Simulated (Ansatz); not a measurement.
System: WTe2 (P6₃/mmc, No. 194, 6 atoms in the cell; start mp-1019322; a measured phase of this formula has another space group). Method: PBEsol in Ansatz (PAW).

Output (set-up and result lines):

```
Crystal: 6 atoms, lattice volume = 148.867 Å³
Basis set: ecut = 520 eV, 4073 PW (Γ), exchange–correlation on 54×54×216 points (8 copies of the dense FFT grid, shifted against one another)
Bands: 56, of which v1, the nominal top of the filled ones, is band 46 counted from 1 (45 counted from 0)
Symmetry: 24 space group operations
Space group: P63/mmc (ITA 194), of the structure as read, at distance tolerance 5.3e-5 Å
k-points: 57 of 576
Functional: x = pbesol(κ = 0.804, μ = 0.12345679012345678), c = pbesol(β = 0.046)
SCF iter   1: F=—  HF=-48119.722039 eV  |F-HF|=—  |Δ(HF+E_count)|=         —  Δρ=4.50e-3  dr2=1.25e-2
SCF iter   2: F=—  HF=-48119.724226 eV  |F-HF|=—  |Δ(HF+E_count)|=   2.19e-3  Δρ=2.51e-3  dr2=3.79e-3
  ...
SCF iter   8: F=—  HF=-48119.726705 eV  |F-HF|=—  |Δ(HF+E_count)|=   8.76e-9  Δρ=1.14e-6  dr2=2.29e-9
SCF iter   9: F=-48119.726705 eV  HF=-48119.726705 eV  |F-HF|=0.00e0  |Δ(HF+E_count)|=  5.97e-10  Δρ=2.29e-7  dr2=9.59e-11
SCF 1 converged in 9 iterations: F = -48119.726705 eV  dr2 = 9.59e-11
SCF converged after 9 iterations
Free energy (F): -48119.726705 eV
Internal energy: -48119.726705 eV  (E = F + TS)
E sigma→0 (E₀):  -48119.726705 eV
Fermi energy:    13.325850 eV
--- Stress (GPa, compression-positive) ---
       -0.003606       0.000000      -0.000000
        0.000000      -0.003606       0.000000
       -0.000000       0.000000      -0.006230
  P = ⅓ Tr σ = -0.0045 GPa (-0.045 kbar)
```

### Question
Write an input file that could have produced this run (the log leaves some choices open).

### Answer
One answer among several that fit: 
Ansatz 0.2 input:
```yaml
crystal:
  lattice:
    - [3.4965615666, 0.0, 0.0]
    - [-1.7482807833, 3.0281111426, 0.0]
    - [0.0, 0.0, 14.0600290122]
  atoms:
    - { symbol: Te, position: [0.3333333333, 0.6666666667, 0.8789761912] }
    - { symbol: Te, position: [0.6666666667, 0.3333333333, 0.1210238088] }
    - { symbol: Te, position: [0.6666666667, 0.3333333333, 0.3789761912] }
    - { symbol: Te, position: [0.3333333333, 0.6666666667, 0.6210238088] }
    - { symbol: W, position: [0.3333333333, 0.6666666667, 0.25] }
    - { symbol: W, position: [0.6666666667, 0.3333333333, 0.75] }
basis:
  ecutwfc: 520
  ecutrho_ratio: 4
  xc_grid: 2
kpoints:
  mp_grid: { grid: [12, 12, 4] }
  band_path:
    path:
      - [0.0, 0.0, 0.0]
      - [0.05, 0.0, 0.0]
      - [0.1, 0.0, 0.0]
      - [0.15, 0.0, 0.0]
      - [0.2, 0.0, 0.0]
      - [0.25, 0.0, 0.0]
      - [0.3, 0.0, 0.0]
      - [0.35, 0.0, 0.0]
      - [0.4, 0.0, 0.0]
      - [0.45, 0.0, 0.0]
      - [0.5, 0.0, 0.0]
      - [0.466667, 0.066667, 0.0]
      - [0.433333, 0.133333, 0.0]
      - [0.4, 0.2, 0.0]
      - [0.366667, 0.266667, 0.0]
      - [0.333333, 0.333333, 0.0]
      - [0.305556, 0.305556, 0.0]
      - [0.277778, 0.277778, 0.0]
      - [0.25, 0.25, 0.0]
      - [0.222222, 0.222222, 0.0]
      - [0.194444, 0.194444, 0.0]
      - [0.166667, 0.166667, 0.0]
      - [0.138889, 0.138889, 0.0]
      - [0.111111, 0.111111, 0.0]
      - [0.083333, 0.083333, 0.0]
      - [0.055556, 0.055556, 0.0]
      - [0.027778, 0.027778, 0.0]
      - [0.0, 0.0, 0.5]
      - [0.05, 0.0, 0.5]
      - [0.1, 0.0, 0.5]
      - [0.15, 0.0, 0.5]
      - [0.2, 0.0, 0.5]
      - [0.25, 0.0, 0.5]
      - [0.3, 0.0, 0.5]
      - [0.35, 0.0, 0.5]
      - [0.4, 0.0, 0.5]
      - [0.45, 0.0, 0.5]
      - [0.5, 0.0, 0.5]
      - [0.466667, 0.066667, 0.5]
      - [0.433333, 0.133333, 0.5]
      - [0.4, 0.2, 0.5]
      - [0.366667, 0.266667, 0.5]
      - [0.333333, 0.333333, 0.5]
      - [0.305556, 0.305556, 0.5]
      - [0.277778, 0.277778, 0.5]
      - [0.25, 0.25, 0.5]
      - [0.222222, 0.222222, 0.5]
      - [0.194444, 0.194444, 0.5]
      - [0.166667, 0.166667, 0.5]
      - [0.138889, 0.138889, 0.5]
      - [0.111111, 0.111111, 0.5]
      - [0.083333, 0.083333, 0.5]
      - [0.055556, 0.055556, 0.5]
      - [0.027778, 0.027778, 0.5]
    npoints: 1
hamiltonian:
  xc: pbesol
  dispersion: none
  pseudopotentials: { kind: paw }
scf:
  occupations: { method: fermi_dirac, width: 0.01 }
  convergence: { dr2_threshold: 0.0000000006 }
output:
  forces: true
  stress: true
  eigenvalues: true
  write_bands: true
```

The PAW data were made under PBE.

Note: the cell has widely spaced layers and the level no dispersion term, so their spacing and the moduli can rest on weak binding.

A start named mp-… is a Materials Project structure, which need not be a measured phase.

Ansatz is a program for electronic structure.
